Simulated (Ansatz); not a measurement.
Output of an Ansatz run (abridged):

```
WARN ansatz: RAYON_NUM_THREADS=1 ignored (pool sized by the plan → 1); use --threads N
Pseudopotentials: kind: paw
Pseudopotential: Li, paw, valence charge 3
Pseudopotential: Al, paw, valence charge 3
Crystal: 6 atoms, lattice volume = 99.068 Å³
Basis set: ecut = 420 eV, 1941 PW (Γ)
Bands: 15, of which v1, the nominal top of the filled ones, is band 9 counted from 1 (8 counted from 0)
Symmetry: 8 space group operations
Space group: Cmcm (ITA 63), of the structure as read, at distance tolerance 4.6e-5 Å
k-points: 105 of 512
PAW frozen core: Al, regenerated for the run's functional, and the local potential with it
Initial density: superposition of atomic densities (neutral atoms: chi_scale 0, normalization atom), corrected by the library's trained network
Initial wavefunctions: pseudopotential atomic-orbital guess
Eigensolver: davidson
Functional: x = slater, c = lda
SCF iter   1: F=—  HF=-1833.439085 eV  |F-HF|=—  |Δ(HF+E_count)|=         —  Δρ=4.86e-3  dr2=2.10e-2  ethr=1.77e-3  ⟨swp⟩=6.0  Hψ=9560  notcnv=0  defer=7
all-band conjugate gradients solve this SCF's bands
preconditioner: auto → Kerker (q_TF=auto, 2.053 Å⁻¹)
SCF iter   2: F=—  HF=-1833.419411 eV  |F-HF|=—  |Δ(HF+E_count)|=   1.97e-2  Δρ=2.36e-3  dr2=6.24e-3  ethr=1.16e-4  ⟨swp⟩=2.0  Hψ=2894  notcnv=0  defer=12
SCF iter   3: F=—  HF=-1833.415199 eV  |F-HF|=—  |Δ(HF+E_count)|=   4.21e-3  Δρ=4.50e-4  dr2=3.01e-4  ethr=3.47e-5  ⟨swp⟩=2.0  Hψ=2338  notcnv=0  defer=12
SCF iter   4: F=—  HF=-1833.415134 eV  |F-HF|=—  |Δ(HF+E_count)|=   6.52e-5  Δρ=6.71e-5  dr2=7.93e-6  ethr=1.67e-6  ⟨swp⟩=1.9  Hψ=1778  notcnv=0  defer=12
SCF iter   5: F=—  HF=-1833.415132 eV  |F-HF|=—  |Δ(HF+E_count)|=   1.84e-6  Δρ=1.57e-5  dr2=4.58e-7  ethr=4.40e-8  ⟨swp⟩=1.8  Hψ=1766  notcnv=0  defer=14
SCF iter   6: F=-1833.415132 eV  HF=-1833.415132 eV  |F-HF|=3.13e-9  |Δ(HF+E_count)|=   1.42e-7  Δρ=2.64e-6  dr2=9.19e-9  ethr=5.56e-10  ⟨swp⟩=8.2  Hψ=7908  notcnv=0
SCF 1 converged in 6 iterations: F = -1833.415132 eV  dr2 = 9.19e-9
SCF converged after 6 iterations
Free energy (F): -1833.415132 eV
Harris-Foulkes:  -1833.415132 eV  (|F-HF|=3.13e-9)
Internal energy: -1833.403434 eV  (E = F + TS)
E sigma→0 (E₀):  -1833.409283 eV
Entropy (-TS):   -0.011698 eV (-1.950 meV/atom)
Fermi energy:    3.249719 eV
--- Per-component energies (eV) ---
  E_band       = -329.354733
  E_kinetic    = 130.158618
  E_local      = -483.232135  (includes V_loc(G=0)·N_el)
  E_nonlocal   = -109.591402
  E_hartree    = 148.833198
  E_xc         = -118.461537
  E_vxc        = -110.472937  (∫ρ·V_xc dr)
  E_paw        = -960.720789  (= ΣΔE_a)
  E_vpaw       = -53.883408  (= ΣTr[D̂ρ^β])
  E_aug_tail   = 0.000029  (compensation charges beyond the density's cutoff)
  E_ewald      = -440.500849
  E_core_change = 0.111433  (= ΣΔE_core)
  E_smearing   = -0.011698  (= −TS)
  E_closure    = 0.000000  (closes the sum)
  Σ components = -1833.415132   (vs F -1833.415132, Δ=0.00e0)
--- Forces (eV/Å), atoms counted from 1 ---
  atom   1  Li     0.00000000     0.00900290     0.00000000
  atom   2  Li     0.00000000    -0.00900290     0.00000000
  atom   3  Li     0.00000000     0.02264344     0.00000000
  atom   4  Li     0.00000000    -0.02264344     0.00000000
  atom   5  Al     0.00000000     0.04459066     0.00000000
  atom   6  Al     0.00000000    -0.04459066     0.00000000
  max |Σ_I F_I| component: 0.00e0 eV/Å
--- Stress (GPa, compression-positive) ---
       -1.989195       0.000000       0.000000
        0.000000      -2.328345       0.000000
        0.000000       0.000000      -2.045843
  P = ⅓ Tr σ = -2.1211 GPa (-21.211 kbar)
  The stress holds the Pulay correction. Without it, at fixed plane waves, as pw.x and ABINIT print it: P = -2.1434 GPa
--- Band table (eV; the first three rows and the last of 105) ---
  k-point 0: bands = ["-41.8818", "-41.8625", "-41.6925", "-41.6865", "-3.8482", "1.2812", "2.0319", "2.3871", "2.9788", "4.0799", "4.6417", "5.3776", "6.0695", "7.8518", "7.9876"]
  k-point 1: bands = ["-41.8810", "-41.8631", "-41.6923", "-41.6868", "-3.7447", "0.7628", "2.0204", "2.4472", "3.0892", "4.1926", "5.3285", "5.4311", "5.8209", "7.4394", "7.7522"]
  k-point 2: bands = ["-41.8787", "-41.8650", "-41.6918", "-41.6876", "-3.4353", "-0.2854", "2.2283", "2.6160", "3.4199", "4.5274", "5.0916", "5.2248", "6.7547", "6.8950", "6.9839"]
  k-point 104: bands = ["-41.8714", "-41.8714", "-41.6901", "-41.6901", "-1.8040", "-1.8040", "0.7634", "0.7634", "3.7222", "3.7222", "6.0106", "6.0106", "9.4955", "9.4955", "9.8263"]
```

The structure:

```xyz
6
Lattice="2.2992 -4.8477 0.0000 2.2992 4.8477 0.0000 0.0000 0.0000 4.4442" Properties=species:S:1:pos:R:3 pbc="T T T"
Li     2.2992     2.5073     1.1110
Li     2.2992    -2.5073     3.3331
Li     2.2992    -0.8712     1.1110
Li     2.2992     0.8712     3.3331
Al     2.2992    -4.1208     1.1110
Al     2.2992     4.1208     3.3331
```

Task: Reconstruct the input of this run.

Result: Other spellings and defaults could give the same log, and not every line can be read from it. The input that was run (DFT, LDA (PW92), plane waves, default PAW files made with PBE):

Ansatz 0.2 input:
```yaml
crystal:
  lattice:
    - [2.299167, -4.847740, 0.000000]
    - [2.299167, 4.847740, 0.000000]
    - [0.000000, 0.000000, 4.444193]
  atoms:
    - { symbol: Li, position: [0.241390, 0.758610, 0.250000] }
    - { symbol: Li, position: [0.758610, 0.241390, 0.750000] }
    - { symbol: Li, position: [0.589860, 0.410140, 0.250000] }
    - { symbol: Li, position: [0.410140, 0.589860, 0.750000] }
    - { symbol: Al, position: [0.925020, 0.074980, 0.250000] }
    - { symbol: Al, position: [0.074980, 0.925020, 0.750000] }
basis:
  ecutwfc: 420.0 eV
kpoints:
  mp_grid: { grid: [8, 8, 8] }
hamiltonian:
  xc: lda
  pseudopotentials: { kind: paw }
scf:
  occupations: { method: gaussian, width: 0.1 eV }
output:
  forces: true
  eigenvalues: true
  stress: true
```

The starting cell comes from a database of computed structures (which also holds hypothetical and non-ambient phases and stackings), without a prior relaxation at this level. Its lattice was rescaled by up to half a per cent. Ansatz's pressure includes its estimate of the finite-basis (Pulay) stress.

Ansatz is a first-principles code.
